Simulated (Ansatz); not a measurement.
Electronic density of states of amorphous Si$_{24}$O$_{49}$Ca, density 2.35 g/cm³, on a 2×2×2 Γ-centred mesh with a Gaussian width of 0.1 eV; energies count from the Fermi level, whose place inside the gap is arbitrary. Cell and mesh are small, so fine structure isn't converged. Computed with PBE, scalar-relativistic without spin-orbit coupling (plane waves to 420 eV, PAW; Ansatz, a quantum-chemistry and plane-wave program). Sampling: a 2×2×2 Γ-centred mesh; Fermi-Dirac width 0.02 eV; no spin polarisation. At PBE the levels at the filled edge of the gap are localised (band-tail or defect states), and the nearest spread-out levels lie 5.5 eV apart at the zone centre.

A CHGNet melt-quench gave the starting glass, which DFT then relaxed. O atoms were pushed apart under 1.9 Å during the dynamics, to hinder bonds among them. The hot cell started wider than the set density and was brought back towards it in steps. It is the lowest in DFT energy of 2 quenches. It is a model cell: composition and starting density were chosen by hand, and all elements were melted together. No dispersion term was used. Its density started from a set value of 2.23 and ended at 2.35 g/cm³. Cooling (nominally 400 K/ps over its main leg) ran many orders faster than in experiment, which tends to leave more defects and strain. A cell of this size samples the disorder only roughly. Volume and shape were free in the relaxation.

| E - EF (eV) | states/(eV atom) |
|---|---|
| -12.00 | 0.18 |
| -11.90 | 0.18 |
| -11.80 | 0.13 |
| -11.70 | 0.19 |
| -11.60 | 0.20 |
| -11.50 | 0.18 |
| -11.40 | 0.20 |
| -11.30 | 0.18 |
| -11.20 | 0.16 |
| -11.10 | 0.22 |
| -11.00 | 0.20 |
| -10.90 | 0.19 |
| -10.80 | 0.19 |
| -10.70 | 0.19 |
| -10.60 | 0.15 |
| -10.50 | 0.14 |
| -10.40 | 0.20 |
| -10.30 | 0.20 |
| -10.20 | 0.19 |
| -10.10 | 0.20 |
| -10.00 | 0.21 |
| -9.90 | 0.20 |
| -9.80 | 0.19 |
| -9.70 | 0.16 |
| -9.60 | 0.13 |
| -9.50 | 0.16 |
| -9.40 | 0.22 |
| -9.30 | 0.21 |
| -9.20 | 0.18 |
| -9.10 | 0.18 |
| -9.00 | 0.22 |
| -8.90 | 0.31 |
| -8.80 | 0.35 |
| -8.70 | 0.43 |
| -8.60 | 0.59 |
| -8.50 | 0.70 |
| -8.40 | 0.73 |
| -8.30 | 0.70 |
| -8.20 | 0.69 |
| -8.10 | 0.66 |
| -8.00 | 0.52 |
| -7.90 | 0.41 |
| -7.80 | 0.28 |
| -7.70 | 0.08 |
| -7.60 | 0.10 |
| -7.50 | 0.13 |
| -7.40 | 0.04 |
| -7.30 | 0.05 |
| -7.20 | 0.17 |
| -7.10 | 0.28 |
| -7.00 | 0.24 |
| -6.90 | 0.07 |
| -6.80 | 0.05 |
| -6.70 | 0.21 |
| -6.60 | 0.36 |
| -6.50 | 0.38 |
| -6.40 | 0.36 |
| -6.30 | 0.40 |
| -6.20 | 0.45 |
| -6.10 | 0.51 |
| -6.00 | 0.62 |
| -5.90 | 0.64 |
| -5.80 | 0.63 |
| -5.70 | 0.69 |
| -5.60 | 0.79 |
| -5.50 | 0.76 |
| -5.40 | 0.75 |
| -5.30 | 0.73 |
| -5.20 | 0.73 |
| -5.10 | 0.82 |
| -5.00 | 0.83 |
| -4.90 | 0.90 |
| -4.80 | 0.99 |
| -4.70 | 1.01 |
| -4.60 | 0.91 |
| -4.50 | 0.84 |
| -4.40 | 0.86 |
| -4.30 | 0.92 |
| -4.20 | 0.86 |
| -4.10 | 0.83 |
| -4.00 | 0.77 |
| -3.90 | 0.73 |
| -3.80 | 0.73 |
| -3.70 | 0.81 |
| -3.60 | 0.90 |
| -3.50 | 0.78 |
| -3.40 | 0.59 |
| -3.30 | 0.41 |
| -3.20 | 0.26 |
| -3.10 | 0.07 |
| -3.00 | 0.00 |
| -2.90 | 0.03 |
| -2.80 | 0.19 |
| -2.70 | 0.28 |
| -2.60 | 0.20 |
| -2.50 | 0.10 |
| -2.40 | 0.05 |
| -2.30 | 0.15 |
| -2.20 | 0.19 |
| -2.10 | 0.13 |
| -2.00 | 0.03 |
| -1.90 | 0.00 |
| -1.80 | 0.00 |
| -1.70 | 0.00 |
| -1.60 | 0.00 |
| -1.50 | 0.00 |
| -1.40 | 0.00 |
| -1.30 | 0.00 |
| -1.20 | 0.00 |
| -1.10 | 0.00 |
| -1.00 | 0.00 |
| -0.90 | 0.00 |
| -0.80 | 0.00 |
| -0.70 | 0.00 |
| -0.60 | 0.00 |
| -0.50 | 0.00 |
| -0.40 | 0.00 |
| -0.30 | 0.00 |
| -0.20 | 0.00 |
| -0.10 | 0.00 |
| 0.00 | 0.00 |
| 0.10 | 0.00 |
| 0.20 | 0.00 |
| 0.30 | 0.00 |
| 0.40 | 0.00 |
| 0.50 | 0.00 |
| 0.60 | 0.00 |
| 0.70 | 0.00 |
| 0.80 | 0.00 |
| 0.90 | 0.00 |
| 1.00 | 0.00 |
| 1.10 | 0.00 |
| 1.20 | 0.00 |
| 1.30 | 0.00 |
| 1.40 | 0.00 |
| 1.50 | 0.00 |
| 1.60 | 0.00 |
| 1.70 | 0.00 |
| 1.80 | 0.00 |
| 1.90 | 0.00 |
| 2.00 | 0.01 |
| 2.10 | 0.02 |
| 2.20 | 0.01 |
| 2.30 | 0.00 |
| 2.40 | 0.00 |
| 2.50 | 0.02 |
| 2.60 | 0.05 |
| 2.70 | 0.05 |
| 2.80 | 0.05 |
| 2.90 | 0.04 |
| 3.00 | 0.06 |
| 3.10 | 0.08 |
| 3.20 | 0.10 |
| 3.30 | 0.11 |
| 3.40 | 0.07 |
| 3.50 | 0.05 |
| 3.60 | 0.06 |
| 3.70 | 0.08 |
| 3.80 | 0.12 |
| 3.90 | 0.11 |
| 4.00 | 0.11 |
| 4.10 | 0.16 |
| 4.20 | 0.16 |
| 4.30 | 0.14 |
| 4.40 | 0.15 |
| 4.50 | 0.21 |
| 4.60 | 0.26 |
| 4.70 | 0.27 |
| 4.80 | 0.29 |
| 4.90 | 0.33 |
| 5.00 | 0.31 |
| 5.10 | 0.35 |
| 5.20 | 0.42 |
| 5.30 | 0.42 |
| 5.40 | 0.42 |
| 5.50 | 0.50 |
| 5.60 | 0.54 |
| 5.70 | 0.50 |
| 5.80 | 0.53 |

The level gap on this mesh is 4.23 eV; the broadening fills part of it in the curve.
